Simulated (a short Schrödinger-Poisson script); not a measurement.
Stack: MOS inversion layer, SiO2 on p-type Si(100), at 300 K.

From the gate side: 3.3 nm SiO2; 410 nm Si, acceptors 1.1e18 cm⁻³.

The device is made up for the run: typed textbook-type constants, with dimensions and the other settings drawn at random. SiO2: permittivity 3.9, conduction-band edge (eV) 3.15, gap (eV) 9, electron mass (mₑ) 0.5. Si: permittivity 11.7, conduction-band edge (eV) 0, gap (eV) 1.124, Nv at 300 K (cm⁻³) 3.1e19.

Channel valleys (confinement mass, in-plane density-of-states mass, number): Δ2 0.916, 0.19, 2; Δ4 0.19, 0.417, 4. At the gate the conduction-band edge of layer 1 lies 3.28 eV − eVg above the Fermi level of the channel; the field vanishes at the back. Gaps are held at their typed values at every temperature. Mesh 0.03 nm at interfaces.

From a short Schrödinger-Poisson script (our own, NumPy): 1D Poisson equation in equilibrium, electrons quantum, Hartree (BenDaniel-Duke, 12 states a valley, the channel's in-plane mass for all, wave functions ending at the dielectric), parabolic valleys, classical holes, full ionisation, no traps, pinning or gate leakage.

| Vg (V) | electrons (cm⁻²) | C (μF/cm²) | Δ2 E0 (meV from the Fermi level) | Δ4 E0 (meV from the Fermi level) |
|---|---|---|---|---|
| 0.6 | 2.03e9 | 0.248 | 202.7 | 280.7 |
| 0.75 | 9.34e10 | 0.452 | 102.8 | 184.3 |
| 0.9 | 5.95e11 | 0.753 | 53.2 | 138.1 |
| 1.05 | 1.31e12 | 0.840 | 30.5 | 118.8 |
| 1.2 | 2.10e12 | 0.874 | 16.0 | 107.5 |
| 1.35 | 2.92e12 | 0.893 | 5.0 | 99.6 |
| 1.5 | 3.75e12 | 0.905 | -4.1 | 93.5 |
| 1.65 | 4.60e12 | 0.913 | -12.0 | 88.6 |
| 1.8 | 5.45e12 | 0.919 | -19.1 | 84.3 |
| 1.95 | 6.31e12 | 0.924 | -25.7 | 80.6 |
| 2.1 | 7.17e12 | 0.928 | -31.9 | 77.2 |
| 2.25 | 8.04e12 | 0.931 | -37.7 | 74.2 |
| 2.4 | 8.91e12 | 0.934 | -43.3 | 71.3 |
| 2.55 | 9.79e12 | 0.937 | -48.7 | 68.6 |
| 2.7 | 1.07e13 | 0.939 | -53.9 | 66.1 |
| 2.85 | 1.15e13 | 0.941 | -59.0 | 63.7 |

Gate voltages with under 1e9 electrons/cm² are left out.

### Question
At Vg = 2.85 V the lowest Δ2 subband lies at -59.0 meV from the Fermi level. How many electrons does it hold, and what share of all?

### Answer
The two-dimensional density of states is g m/(πħ²) = 1.59e11 cm⁻² meV⁻¹ (both spins), kT = 25.9 meV, so n = D kT ln(1 + exp(−E/kT)) = 9.77e12 cm⁻², 0.85 of the 1.15e13 cm⁻² in all.

### Question
Compare the slope of the sheet density between 2.55 and 2.85 V with the geometric capacitance of the layers between gate and channel.

### Answer
q Δn/ΔV = 0.913 μF/cm²; ε0/Σ(t/ε) = 1.05 μF/cm². The ratio is 0.87: the channel acts as a further capacitance in series.
